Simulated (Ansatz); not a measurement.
Start from CsPbCl$_{3}$ in the cubic perovskite structure (space group Pm-3m, No. 221; a = 5.736 Å).

The values are results of PBE in Ansatz (plane waves to 420 eV, PAW, no spin-orbit coupling), not measurements.

Base values:

| Property | Result |
|---|---|
| Valley order | R along ⟨111⟩ 2.21 eV; Γ 3.67 eV |

Perturbation: 0.377 electrons added to each cell, a density of 2.0×10^21 cm⁻³, with a uniform compensating background at fixed cell and a 300 K Fermi–Dirac width.

Estimate the effect on the valley order and Fermi level from band edge.

The valley order (the lowest conduction-band minima on the path, energy above the VBM, named in the base's zone) changes from R along ⟨111⟩ 2.21 eV; Γ 3.67 eV to R along ⟨111⟩ 2.20 eV; Γ 3.22 eV; the Fermi level relative to the doped band's edge (positive inside the band; to 0.05 eV) amounts to +0.50 eV.

Charged cell with a jellium background: band edges are those of the host's band count, energies are not comparable with the neutral cell, and many-body gap narrowing is missing. Spin-orbit coupling, missing from the scalar runs, can matter with Pb. The levels and masses belong to the bands next to the band gap. Whether these cells are dynamically stable was not tested. Many cubic perovskites are stable only at high temperature; tilts and polar distortions were not tested. This is not the structure that CsPbCl3 has at room temperature and ambient pressure.

Ansatz is an electronic-structure program.
